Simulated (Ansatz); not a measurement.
The structure below was relaxed with PBEsol in Ansatz (plane waves to 420 eV, PAW, no spin-orbit coupling), at pressure 30 GPa.

Space group Fm-3m (No. 225); a = b = c = 3.8433 Å, α = β = γ = 90.00°

```tsv
atom	site	symmetry	x	y	z
Ag	4a	m-3m	0.0000	0.0000	0.0000
```

Problem. Write out a cell with all atoms.

Solution. 
```
Ag
1.0
    3.84327     0.00000     0.00000
    0.00000     3.84327     0.00000
    0.00000     0.00000     3.84327
Ag
4
Direct
  0.00000   0.00000   0.00000
  0.00000   0.50000   0.50000
  0.50000   0.00000   0.50000
  0.50000   0.50000   0.00000
```
This is the conventional cell.

Load acts through the strain it causes; cell and atoms are relaxed under it. Stability against distortions was not tested. Competing high-pressure phases were not computed. The cell was made from Ag in the fcc (Cu type) structure (space group Fm-3m, No. 225) by this change: pressure 30 GPa.

Ansatz is a program for electronic structure.
